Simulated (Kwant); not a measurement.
System: quantum point contact (saddle potential) in a InAs two-dimensional gas. Effective mass 0.023 mₑ, grid spacing 10 nm, hard walls, nominal width 200 nm (19 grid rows, so walls 200 nm apart), one parabolic valley, scattering region 600 nm long along x; energies count from the band bottom; Fermi energy 0.00632 eV. Potential (V0 + ½k y²) cos²(πx/L) for |x| < L/2, with V0 swept from 0.006636 to 0 eV, k = 4.5e-06 eV/nm², L = 490 nm.

The device is made up for the run: typed textbook-type constants, with dimensions and the other settings drawn at random.

Kwant, effective-mass tight-binding model on a square grid, one spin, coherent transport at 0 K. Conductance is in e²/h.

Sweep values stay those of the base run.

Base results: G (e²/h) at V0 = 5.001 meV 0.050; mean G (e²/h) over the sweep 0.76; G (e²/h) at V0 = 1.731 meV 1.00; G (e²/h) at V0 = 3.366 meV 1.00.

**Question.** What follows from this one change: length of the gated region 490 → 240 nm?

**Answer.** G at V0 = 5.001 meV 0.050 → 0.20 e²/h; mean G over the sweep little changed (0.78 e²/h); G at V0 = 1.731 meV 1.00 → 1.04 e²/h; G at V0 = 3.366 meV 1.00 → 0.95 e²/h.

**Question.** What follows from this one change: effective mass 0.023 → 0.014 mₑ?

**Answer.** G at V0 = 5.001 meV 0.050 → 0.013 e²/h; mean G over the sweep 0.76 → 0.58 e²/h; G at V0 = 1.731 meV little changed (1.00 e²/h); G at V0 = 3.366 meV 1.00 → 0.90 e²/h.
